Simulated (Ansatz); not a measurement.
The starting structures come from a database of crystals and need not be the phases stable at ambient conditions.

Crystal: LiNbO2 (P6_3/mmc, not sure to be the ambient phase, 8 atoms a cell, 9.7 Å³ an atom, -5 GPa at this level); planes in its conventional cell.

Level of theory: r2SCAN (plane waves, PAW; Ansatz, a quantum-chemistry and plane-wave program).

The gap is the functional's own, uncorrected, and κ follows it; spin-orbit coupling is left out. Mid-gap values are interpolated between the computed energies.

| plane | area of the cell (Å²) | mid-gap κ (1/Å) | largest κ in the gap (1/Å) |
|---|---|---|---|
| (110) | 52.9 | 0.26 | 0.27 |
| (001) | 7.4 | … | … |

**Question.** The slowest decay depends on the direction. Supply the withheld values.

**Answer.** 
- (001), mid-gap κ (1/Å): 0.44
- (001), largest κ in the gap (1/Å): 0.49
